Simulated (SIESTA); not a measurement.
A self-consistent single point of Ag₃Pd (I4/mmm, 4 atoms in the cell) with SIESTA.

Computed with SIESTA 5.4.2 with LDA PW92, numerical atomic orbitals TZP, PseudoDojo LDA standard norm-conserving potentials (rewritten from UPF to PSML).

The change in words: lattice scaled by 0.98. Reference geometry:
```yaml
crystal:
  lattice:
    - [-2.03443, 2.03443, 4.02046]
    - [2.03443, -2.03443, 4.02046]
    - [2.03443, 2.03443, -4.02046]
  atoms:
    - { symbol: Ag, position: [0.75000, 0.25000, 0.50000] }
    - { symbol: Ag, position: [0.25000, 0.75000, 0.50000] }
    - { symbol: Ag, position: [0.50000, 0.50000, 0.00000] }
    - { symbol: Pd, position: [0.00000, 0.00000, 0.00000] }
```

Reference input (self-consistent single point, DFT, LDA PW92, numerical atomic orbitals TZP, PseudoDojo LDA standard norm-conserving potentials (rewritten from UPF to PSML)): XC.functional = LDA; XC.authors = PW92; potentials = PseudoDojo LDA standard; PAO.BasisSize = TZP; PAO.EnergyShift = 0.01 Ry; MeshCutoff = 400 Ry; kgrid.MonkhorstPack = 9 9 9; OccupationFunction = FD; ElectronicTemperature = 1578.21 K; MaxSCFIterations = 150; SCF.Mixer.Method = Pulay; SCF.Mixer.Weight = 0.1. This run's input differs from it in these lines:

```diff
@@ -12,5 +12,5 @@
 %block LatticeVectors
-    -2.034425000    2.034425000    4.020455000
-     2.034425000   -2.034425000    4.020455000
-     2.034425000    2.034425000   -4.020455000
+    -1.993736000    1.993736000    3.940046000
+     1.993736000   -1.993736000    3.940046000
+     1.993736000    1.993736000   -3.940046000
 %endblock LatticeVectors
@@ -18,5 +18,5 @@
 %block AtomicCoordinatesAndAtomicSpecies
-     0.000000000    2.034425000    2.010227500  1
-     2.034425000    0.000000000    2.010227500  1
-     0.000000000    0.000000000    4.020455000  1
+     0.000000000    1.993736000    1.970023000  1
+     1.993736000    0.000000000    1.970023000  1
+     0.000000000    0.000000000    3.940046000  1
      0.000000000    0.000000000    0.000000000  2
```

The program printed (abridged):

```
        iscf     Eharris(eV)        E_KS(eV)     FreeEng(eV)     dDmax    Ef(eV) dHmax(eV)
   scf:    1   -16211.651912   -16288.414881   -16288.546144  2.650804 -1.364908 19.304255
   scf:    2   -16326.139231   -16309.371032   -16309.449981  0.641714 -2.142340 12.021906
   scf:    3   -16321.542460   -16319.570969   -16319.659478  0.662650 -2.639395  5.874038
   scf:    4   -16282.062757   -16304.631730   -16304.804085  0.544536 -1.397578 23.907045
   scf:    5   -16326.202180   -16320.701725   -16320.775152  0.726571 -3.013508  2.421862
   [... 7 lines left out ...]
   scf:   13   -16320.856194   -16320.856199   -16320.923396  0.000044 -3.148310  0.000490
   scf:   14   -16320.856198   -16320.856198   -16320.923396  0.000033 -3.148279  0.000487
   scf:   15   -16320.856201   -16320.856200   -16320.923396  0.000017 -3.148311  0.000003
   scf:   16   -16320.856200   -16320.856200   -16320.923396  0.000000 -3.148311  0.000002
SCF Convergence by DM+H criterion
max |DM_out - DM_in|         :     0.0000000734
max |H_out - H_in|      (eV) :     0.0000015223
SCF cycle converged after 16 iterations

Using DM_out to compute the final energy and forces

siesta: E_KS(eV) =           -16320.8562

siesta: E_KS - E_eggbox =    -16320.8562

siesta: Atomic forces (eV/Ang):
     1    0.000006   -0.000006    0.000000
     2   -0.000006    0.000006   -0.000000
     3    0.000000    0.000000    0.000000
     4   -0.000000   -0.000000   -0.000000
   Tot   -0.000000   -0.000000   -0.000000
   Max    0.000006
   Res    0.000003    sqrt( Sum f_i^2 / 3N )
   Max    0.000006    constrained

Stress tensor Voigt[x,y,z,yz,xz,xy] (kbar):       42.56       42.56       45.37        0.03        0.03       -0.01
(Free)E + p*V (eV/cell)   -16322.6242
   [... lines left out ...]
siesta: FreeEng =    -16320.923396
   [... lines left out ...]
siesta:     0.026564   -0.000005    0.000017
siesta:    -0.000005    0.026564    0.000017
siesta:     0.000017    0.000017    0.028317

siesta: Cell volume =         62.646467 Ang**3

siesta: Pressure (static):
siesta:                Solid            Molecule  Units
siesta:          -0.00029569         -0.00029568  Ry/Bohr**3
siesta:          -0.02714863         -0.02714852  eV/Ang**3
siesta:         -43.49690443        -43.49671650  kBar
```

The run converged in 16 iterations. Against the reference run the free energy goes down by 50.2 meV/atom and the pressure goes from -11.46 to -4.35 GPa.

The starting cell comes from a database of computed structures (which also holds hypothetical and non-ambient phases and stackings), without a prior relaxation at this level. For this run, on top of that: lattice scaled by 0.98. Spin polarisation is off. Values carry the incompleteness of an atom-centred basis. With a pressure of about -4 GPa the cell is away from its equilibrium volume at this level.

Cost on one core of a shared machine: roughly 70 s.
